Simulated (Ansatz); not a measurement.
Take ScCuO₂ (space group P6_3/mmc, No. 194; a = 3.203 Å, c = 11.284 Å) as the base.

The values are results of PBEsol in Ansatz (plane waves to 420 eV, PAW, spin-orbit coupling left out), not measurements.

It is then changed as follows: every lattice vector is shortened by 3.00 %, atoms relaxed at fixed cell.

### Question
How does this affect the energy relative to the base and mean gap deformation potential ΔEg/Δln V?

### Answer
The energy goes up by 55 meV/atom; the mean gap deformation potential ΔEg/Δln V comes out as +0.1 eV.

The cells carry an imposed strain or load. Stability against distortions was not tested. No Hubbard U is applied. The final runs are not spin-polarised.

Ansatz is a quantum-chemistry and plane-wave program.
